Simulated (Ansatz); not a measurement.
Consider HfO$_{2}$ (space group P2_1/c, No. 14).

```xyz
12
Lattice="5.1618 0.0000 0.0000 0.0000 5.2124 0.0000 -0.8982 0.0000 5.2771" Properties=species:S:1:pos:R:3 pbc="T T T"
Hf     1.2362     0.2235     1.0996
Hf     3.4766     2.8297     1.5389
Hf     3.0275     4.9888     4.1775
Hf     0.7871     2.3827     3.7381
O      0.0336     1.7129     1.8389
O      4.6792     4.3191     0.7997
O      4.2301     3.4995     3.4382
O     -0.4155     0.8933     4.4774
O      1.8905     3.9468     2.5153
O      2.8223     1.3407     0.1232
O      2.3732     1.2655     2.7617
O      1.4414     3.8717     5.1538
```

Cartesian axes are those of the cell as printed.

All numbers come from PBE (Ansatz, an electronic-structure program; PAW; 420 eV plane waves; scalar-relativistic without spin-orbit coupling), earlier PAW set.

Base values:

```
Property                                      Result
-----------------------------  ---------------------
Valence-band top at Γ          0.00, -0.21, -0.50 eV
Gap character                       indirect, Γ → Y₂
Shortest interatomic distance                2.052 Å
Pressure                                    0.00 GPa
Band gap                                     4.04 eV
```

The change: the cell is compressed by 2.71 % along y with no lateral relaxation, atoms relaxed at fixed cell.

Q: How does this affect the valence-band top at Γ, gap character, shortest interatomic distance, pressure and band gap?

A: The valence-band top at Γ (three highest levels, from the VBM) becomes 0.00, -0.27, -0.40 eV (base: 0.00, -0.21, -0.50 eV); the gap character remains indirect, Γ → Y₂; the shortest interatomic distance shrinks by 0.0265 Å (2.052 Å → 2.026 Å); the pressure (mean of the normal stresses, compression positive) goes from zero to 6.86 GPa; the band gap grows by 0.11 eV to 4.15 eV.

With Hf present, leaving out spin-orbit coupling can change the band edges. The cells carry an imposed strain or load. Stability against distortions was not tested.
